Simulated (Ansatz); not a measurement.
**A computed series for Au: pressure series**

Take Au in the fcc (Cu type) structure (space group Fm-3m, No. 225; a = 4.157 Å) as the base.

Cell and atoms are relaxed at each pressure.

Computed with PBE/PAW in Ansatz (a quantum-chemistry and plane-wave program), no spin-orbit coupling.

Notes on the quantities. enthalpy: H = E + PV relative to the base's energy.

```
case               lattice parameter a       enthalpy
-----------------  -------------------  -------------
base                           4.157 Å              –
pressure −2 GPa                4.178 Å  -0.23 eV/atom
pressure −1 GPa                4.167 Å  -0.11 eV/atom
pressure 0.9 GPa               4.148 Å  +0.10 eV/atom
pressure 2.1 GPa               4.137 Å  +0.23 eV/atom
pressure 4.5 GPa               4.116 Å  +0.50 eV/atom
pressure 9 GPa                 4.081 Å  +0.98 eV/atom
pressure 15 GPa                4.042 Å  +1.61 eV/atom
pressure 22.5 GPa              4.001 Å  +2.37 eV/atom
pressure 30 GPa                3.965 Å  +3.11 eV/atom
```

Load acts through the strain it causes; cell and atoms are relaxed under it. Whether these cells are dynamically stable was not tested. Competing high-pressure phases were not computed.
